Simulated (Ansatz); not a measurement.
**Mn₃O₄ (within 0.1 Å of I4₁/amd, No. 141; cell taken from a computed entry)**

Calculation: r²SCAN in Ansatz (PAW).

Settings: plane-wave cutoff 500 eV, 8×8×8 k mesh, Fermi–Dirac smearing 0.05 eV, spin-polarised start, scalar-relativistic PAW data made under PBE.

Cell: relaxed at this level.

```
Item                                               Value
---------------------------  ---------------------------
equilibrium volume per atom                11.11 Å³/atom
band gap                     0.96 eV (on the SCF k mesh)
```

Note: the magnetic order was assumed, not searched for or taken from measurement; the formula asks for a mixed valence, which symmetry can spread over equal sites; charge order can open a gap.

Static lattice: no zero-point or thermal effects.

It cost about 40 core-minutes (a rough figure) of CPU time.

Ansatz is an electronic-structure program.
